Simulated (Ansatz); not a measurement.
**How far PBE and PBEsol part for CuI, Cu → Pb**

Base system: CuI in the zinc blende structure (space group F-43m, No. 216; a = 6.078 Å).

(Cell as relaxed with PBE.)

Levels (all Ansatz, an electronic-structure program, PAW, earlier PAW set): PBE (420 eV, no spin-orbit coupling); PBEsol (420 eV, spin-orbit coupling left out).

Each level relaxes its own structure.

```tsv
base	PBE	PBEsol
volume per atom	28.06 Å³	26.19 Å³
lattice parameter a	6.078 Å	5.939 Å
band gap	1.10 eV	1.17 eV
```

Perturbation: every Cu is replaced by Pb; the structure is relaxed again.

```tsv
quantity	PBE	PBEsol
lattice parameter a	7.606 Å	?
band gap	zero	?
```

Problem. Given the PBE results, estimate those of PBEsol.

Solution. 
- lattice parameter a, PBEsol: 7.426 Å
- band gap, PBEsol: zero

PBE's lattice parameter a lies 0.1792 Å above PBEsol's (2.4 %); the two agree on the band gap. Neither level is exact; PBEsol is the comparison here, not a measurement.

Spin-orbit coupling, missing from the scalar runs, can matter with I. No phonon test of stability was made. As relaxed here, PbI is a hypothetical phase, not in the database extracts checked. The final runs are not spin-polarised. An odd electron count without spin: PbI.
